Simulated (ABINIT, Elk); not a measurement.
An ABINIT input for a self-consistent single point of MgSe (Fm-3m, 2 atoms in the cell) (DFT, PBE, plane waves, norm-conserving pseudopotentials (PseudoDojo nc-sr-05 PBE standard)):

```
# MgSe, PseudoDojo nc-sr-05 PBE standard
pp_dirpath "./"
pseudos "Mg.upf, Se.upf"
acell 3*1.0
rprim
         0.0000000000    5.1589523202    5.1589523202
         5.1589523202    0.0000000000    5.1589523202
         5.1589523202    5.1589523202   -0.0000000000
natom 2
ntypat 2
znucl 12 34
typat 1 2
xred
         0.0000000000    0.0000000000    0.0000000000
         0.5000000000    0.5000000000    0.5000000000
ecut 1170 eV
occopt 3
tsmear 0.00036749
nband 18
kptopt 1
ngkpt 8 8 8
nshiftk 1
shiftk 0 0 0
nstep 80
toldfe 1.0e-09
prtwf 0
prtden 0
prtvol 1
enunit 2
```

Give the Elk input for the same structure, mesh, smearing and functional.

One input that does it (others would too):

```
tasks
  0

xctype
  20

rgkmax
  8.0

gmaxvr
  16.0

nxlo
  2

lorbcnd
  .true.

lmaxi
  3

swidth
  0.000367493

maxscl
  100

avec
    0.0000000000    5.1589523202    5.1589523202
    5.1589523202    0.0000000000    5.1589523202
    5.1589523202    5.1589523202    0.0000000000

sppath
  'species/'

atoms
  2
  'Mg.in'
  1
  0.0000000000  0.0000000000  0.0000000000    0.0 0.0 0.0
  'Se.in'
  1
  0.5000000000  0.5000000000  0.5000000000    0.0 0.0 0.0

ngridk
  8 8 8
```

Basis, cutoffs, solver keys and any potentials are the target program's own. This input uses DFT, PBE, all-electron FP-LAPW, Elk's shipped species files, APW+lo basis with extra local orbitals. Both were run: gap on the mesh 1.808 eV in ABINIT and 1.619 in Elk.

On Elk: the starting cell has typed, rounded lattice constants, without a prior relaxation at this level. Values depend on the basis (sphere radii, cutoffs, local orbitals), which need not be converged.

On ABINIT: the starting cell has typed, rounded lattice constants, without a prior relaxation at this level.
